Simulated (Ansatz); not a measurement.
What biaxial strain −0.78 %, plane normal [111], relaxed out of plane does to hypothetical diamond Rh

The parent structure is Rh in the diamond structure (space group Fd-3m, No. 227; a = 5.4359 Å; a hypothetical phase, not in the database extracts checked; relaxed with 0.1 eV smearing). Axes: x, y, z lie along the cube axes.

Now apply this change: compressive biaxial strain of 0.78 % in the plane normal to [111], as in epitaxy on a mismatched substrate; the out-of-plane cell vector and the atoms relax.

All numbers come from PBEsol/PAW in Ansatz (an electronic-structure program), no SOC. Settings: 18×18×18 k-points, 0.1 eV Fermi–Dirac smearing.

| quantity | base | changed | shift |
|---|---|---|---|
| volume per atom | 20.08 Å³ | 20.06 Å³ | -0.02 Å³ |
| space group | Fd-3m (No. 227) | R-3m (No. 166) | – |
| energy relative to the base (free energy F) | 0 meV/atom | +0.2 meV/atom | +0.2 meV/atom |
| pressure (mean of the normal stresses, compression positive) | 0.0 GPa | 0.1 GPa | +0.1 GPa |
| band gap | zero | zero | – |
| out-of-plane strain | – | +1.47 % | – |

Final structure (turned so that z lies along the plane normal):

```
Rh
1.0
    3.81377     0.00000     0.00000
    1.90688     3.30282     0.00000
    1.90688    -1.10094     3.18467
Rh
2
Direct
  0.50413   0.74793   0.24380
  0.99587   0.50207   0.50620
```

No phonon test of stability was made. The final runs are not spin-polarised. Rh has a high density of states at the Fermi level and may be magnetic at this level.
